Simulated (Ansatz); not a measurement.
## ZrC: 7 layers

Start from ZrC in the rock salt structure (space group Fm-3m, No. 225; a = 4.669 Å). Axes: x, y, z lie along the cube axes.

The change: a free-standing slab of 7 layers (14 atoms, 2 a layer) is cut normal to the z axis, with 15 Å of vacuum and the in-plane cell held at bulk.

Calculations: Ansatz (a quantum-chemistry and plane-wave program), PBEsol, PAW, cutoff 420 eV, no SOC. Γ-centred 14×14×1 mesh, Fermi–Dirac width 0.05 eV, for the changed cell.

```tsv
quantity	base	changed	shift
shortest interatomic distance	2.334 Å	2.230 Å	-0.104 Å
band gap	zero	zero	–
excess energy per area of both faces (slab less bulk energy over the cell's area: twice a surface energy) (uncertain by up to 0.2 J/m²)	–	3.6 J/m²	–
thickness between the outermost nuclei	–	13.99 Å	–
change of the spacing d12 from its bulk value of 2.334 Å	–	-2.0 %	–
change of the spacing d23 from its bulk value of 2.334 Å	–	0.0 %	–
```

The excess energy carries the mismatch between the slab's and the bulk's meshes. Stability against distortions was not tested. The final runs are not spin-polarised.
